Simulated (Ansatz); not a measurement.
## A computed series for CdSe: thickness series

The parent structure is CdSe in the wurtzite structure (space group P6_3mc, No. 186; a = 4.302 Å, c = 7.021 Å). Axes: x lies along a and z along c of the hexagonal cell.

Free-standing slabs (4 atom(s) a layer) normal to the y axis with 15 Å of vacuum; in-plane cell held at bulk.

Level of theory: PBEsol in Ansatz (plane waves to 420 eV, PAW, scalar-relativistic without spin-orbit coupling).

Notes on the quantities. excess energy per area of both faces: slab less bulk energy over the cell's area: twice a surface energy.

```tsv
case	band gap	excess energy per area of both faces	thickness between the outermost nuclei
base	0.54 eV	–	–
1 layer	1.73 eV	–	1.89 Å
2 layers	1.32 eV	0.59 J/m²	5.52 Å
3 layers	1.14 eV	0.61 J/m²	9.19 Å
4 layers	[?]	0.61 J/m²	12.89 Å
```

Question: Complete the table.

Answer: 
- 4 layers, band gap: 1.01 eV

The excess energy carries the mismatch between the slab's and the bulk's meshes. Stability against distortions was not tested.

Ansatz is an electronic-structure program.
